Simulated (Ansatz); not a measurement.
Take Li in the bcc (W type) structure (space group Im-3m, No. 229; a = 3.434 Å; relaxed with 0.1 eV smearing) as the base.

Computed with PBEsol, PAW, 420 eV (Ansatz, a first-principles code; spin-orbit coupling left out).

For the base:

- Pressure = 0.0 GPa

Now apply this change: an isotropic linear strain of +2.00 %, atoms relaxed at fixed cell.

Predict the new pressure and energy relative to the base.

The pressure goes from zero to -0.7 GPa; the energy increases by 2.9 meV/atom.

Stability against distortions was not tested.
